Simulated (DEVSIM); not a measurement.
Device: Si p+/n-/n+ power diode, at 300 K.

| layer (left to right) | material | thickness (μm) | Nd (cm⁻³) | Na (cm⁻³) | τn (s) | τp (s) |
|---|---|---|---|---|---|---|
| 1 | Si | 0.800 | - | 1.3e18 | 0.0001 | 0.0001 |
| 2 | Si | 20.0 | 7.6e15 | - | 0.0001 | 0.0001 |
| 3 | Si | 4.10 | 2.8e18 | - | 0.0001 | 0.0003 |

Left contact: ohmic. Right contact: ohmic. Voltage is applied to the left contact. Recombination: SRH at mid-gap, radiative. Mobility is μmin + (μ − μmin)/(1 + (N/Nref)^α).

Constants are typed, rounded textbook-type inputs, not results; the design itself was drawn at random and stands for no fabricated device. Values at 300 K.

| parameter | Si |
|---|---|
| gap (eV) | 1.124 |
| affinity (eV) | 4.05 |
| permittivity | 11.7 |
| Nc (cm⁻³) | 2.86e19 |
| Nv (cm⁻³) | 3.1e19 |
| μn (cm²/Vs) | 1417 |
| μp (cm²/Vs) | 470 |
| μn,min | 52 |
| μp,min | 45 |
| Nref,n | 9.7e16 |
| Nref,p | 2.2e17 |
| αn | 0.68 |
| αp | 0.72 |
| B (cm³/s) | 4.7e-15 |

Model (solved in DEVSIM): 1D drift-diffusion, Boltzmann statistics, complete ionisation; no tunnelling, impact ionisation, image-force lowering or self-heating.

Task: Tabulate band edges, carrier densities and field at zero bias.

Result: Energies count from the Fermi level of the right contact; mesh points crowd at the junctions.

```json
[
 {"x (μm)": "0.000", "Ec (eV)": "1.042", "Ev (eV)": "-0.082", "n (cm⁻³)": "< 1e2", "p (cm⁻³)": "1.3e18", "field (V/cm)": "≈ 0"},
 {"x (μm)": "0.05218", "Ec (eV)": "1.042", "Ev (eV)": "-0.082", "n (cm⁻³)": "< 1e2", "p (cm⁻³)": "1.3e18", "field (V/cm)": "≈ 0"},
 {"x (μm)": "0.2107", "Ec (eV)": "1.042", "Ev (eV)": "-0.082", "n (cm⁻³)": "< 1e2", "p (cm⁻³)": "1.3e18", "field (V/cm)": "≈ 0"},
 {"x (μm)": "0.5670", "Ec (eV)": "1.042", "Ev (eV)": "-0.082", "n (cm⁻³)": "< 1e2", "p (cm⁻³)": "1.3e18", "field (V/cm)": "≈ 0"},
 {"x (μm)": "0.7676", "Ec (eV)": "1.042", "Ev (eV)": "-0.082", "n (cm⁻³)": "< 1e2", "p (cm⁻³)": "1.3e18", "field (V/cm)": "-14"},
 {"x (μm)": "0.8079", "Ec (eV)": "0.966", "Ev (eV)": "-0.158", "n (cm⁻³)": "1700", "p (cm⁻³)": "6.9e16", "field (V/cm)": "-48000"},
 {"x (μm)": "0.8802", "Ec (eV)": "0.695", "Ev (eV)": "-0.429", "n (cm⁻³)": "6.0e7", "p (cm⁻³)": "1.9e12", "field (V/cm)": "-33000"},
 {"x (μm)": "1.286", "Ec (eV)": "0.214", "Ev (eV)": "-0.910", "n (cm⁻³)": "7.3e15", "p (cm⁻³)": "16000", "field (V/cm)": "-250"},
 {"x (μm)": "2.438", "Ec (eV)": "0.213", "Ev (eV)": "-0.911", "n (cm⁻³)": "7.6e15", "p (cm⁻³)": "15000", "field (V/cm)": "≈ 0"},
 {"x (μm)": "6.189", "Ec (eV)": "0.213", "Ev (eV)": "-0.911", "n (cm⁻³)": "7.6e15", "p (cm⁻³)": "15000", "field (V/cm)": "≈ 0"},
 {"x (μm)": "14.92", "Ec (eV)": "0.213", "Ev (eV)": "-0.911", "n (cm⁻³)": "7.6e15", "p (cm⁻³)": "15000", "field (V/cm)": "≈ 0"},
 {"x (μm)": "19.62", "Ec (eV)": "0.213", "Ev (eV)": "-0.911", "n (cm⁻³)": "7.6e15", "p (cm⁻³)": "15000", "field (V/cm)": "≈ 0"},
 {"x (μm)": "20.45", "Ec (eV)": "0.213", "Ev (eV)": "-0.911", "n (cm⁻³)": "7.6e15", "p (cm⁻³)": "15000", "field (V/cm)": "≈ 0"},
 {"x (μm)": "20.71", "Ec (eV)": "0.204", "Ev (eV)": "-0.920", "n (cm⁻³)": "1.1e16", "p (cm⁻³)": "11000", "field (V/cm)": "-2100"},
 {"x (μm)": "20.80", "Ec (eV)": "0.086", "Ev (eV)": "-1.038", "n (cm⁻³)": "1.0e18", "p (cm⁻³)": "110", "field (V/cm)": "-89000"},
 {"x (μm)": "20.85", "Ec (eV)": "0.060", "Ev (eV)": "-1.064", "n (cm⁻³)": "2.8e18", "p (cm⁻³)": "< 1e2", "field (V/cm)": "≈ 0"},
 {"x (μm)": "21.02", "Ec (eV)": "0.060", "Ev (eV)": "-1.064", "n (cm⁻³)": "2.8e18", "p (cm⁻³)": "< 1e2", "field (V/cm)": "≈ 0"},
 {"x (μm)": "21.56", "Ec (eV)": "0.060", "Ev (eV)": "-1.064", "n (cm⁻³)": "2.8e18", "p (cm⁻³)": "< 1e2", "field (V/cm)": "≈ 0"},
 {"x (μm)": "23.75", "Ec (eV)": "0.060", "Ev (eV)": "-1.064", "n (cm⁻³)": "2.8e18", "p (cm⁻³)": "< 1e2", "field (V/cm)": "≈ 0"},
 {"x (μm)": "24.56", "Ec (eV)": "0.060", "Ev (eV)": "-1.064", "n (cm⁻³)": "2.8e18", "p (cm⁻³)": "< 1e2", "field (V/cm)": "≈ 0"},
 {"x (μm)": "24.81", "Ec (eV)": "0.060", "Ev (eV)": "-1.064", "n (cm⁻³)": "2.8e18", "p (cm⁻³)": "< 1e2", "field (V/cm)": "≈ 0"},
 {"x (μm)": "24.90", "Ec (eV)": "0.060", "Ev (eV)": "-1.064", "n (cm⁻³)": "2.8e18", "p (cm⁻³)": "< 1e2", "field (V/cm)": "≈ 0"}
]
```
